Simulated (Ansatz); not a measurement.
Start from PbSe in the rock salt structure (space group Fm-3m, No. 225; a = 6.2178 Å). Axes: x, y, z lie along the cube axes.

All numbers come from PBE/PAW in Ansatz (a quantum-chemistry and plane-wave program), scalar-relativistic without spin-orbit coupling.

Perturbation: an isotropic linear strain of +2.50 %, atoms relaxed at fixed cell.

Predict the stress tensor and what it implies for the stiffness.

Stress of the strained cell less that of the base (GPa, compression positive):
```
  -2.93    0.00    0.00
   0.00   -2.93    0.00
   0.00    0.00   -2.93
```

Then B = −ΔP/(ΔV/V₀) with ΔV/V₀ = 0.0769 gives secant stiffness values (nonlinear terms included at this strain): B ≈ 38 GPa.

As a check, the harmonic strain energy −½ V₀ Δσ:ε is 21 meV/atom; the computed energy rise is 23 meV/atom.

No phonon test of stability was made.
